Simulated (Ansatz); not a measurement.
An Ansatz (a program for electronic structure) input (Ansatz, PBEsol, PAW, cutoff 420 eV, without spin-orbit coupling):

Ansatz 0.2 input:
```yaml
crystal:
  lattice:
    - [6.605559308, -2.1387186556, 0]
    - [6.605559308, 2.1387186556, 0]
    - [-3.3140593515, 0, 6.0353914647]
  atoms:
    - { symbol: Cu, position: [0, 0, 0] }
    - { symbol: Cu, position: [0.2759122675, 0.2759122675, 0.2251430108] }
    - { symbol: Cu, position: [0.7240877325, 0.7240877325, 0.7748569892] }
    - { symbol: Cu, position: [0.11883848, 0.11883848, 0.8009324929] }
    - { symbol: Cu, position: [0.88116152, 0.88116152, 0.1990675071] }
    - { symbol: Zr, position: [0.5, 0.5, 0.5] }
    - { symbol: Zr, position: [0.1483267619, 0.1483267619, 0.4368857242] }
    - { symbol: Zr, position: [0.8516732381, 0.8516732381, 0.5631142758] }
    - { symbol: Zr, position: [0.3624028799, 0.3624028799, 0.9375893069] }
    - { symbol: Zr, position: [0.6375971201, 0.6375971201, 0.0624106931] }
basis: { ecutwfc: 420, ecutrho_ratio: 4, xc_grid: 2, fft_grid_basis: typed }
kpoints: { mp_grid: { grid: [12, 12, 8] } }
hamiltonian:
  xc: pbesol
  dispersion: none
  pseudopotentials: { kind: paw }
scf: { occupations: { method: fermi_dirac, width: 0.05 }, convergence: { dr2_threshold: 0.000000001 } }
output: { forces: true, stress: true }
checkpoint: { write: state.ck, write_every: 1000 }
```

Which symmetry and how many k-points will the program report, and about how many plane waves at Γ?

Space group C2/m (ITA 12) with 4 operations, k-points 320 of 1152, and 3337 plane waves at Γ.

Stability against distortions was not tested. All final runs are without spin polarisation. An odd electron count without spin: ZrCu. The cell was made from AlCu by this change: Al → Zr; the result is a hypothetical phase, not in the database extracts checked. ZrCu has a high density of states at the Fermi level and may be magnetic at this level.
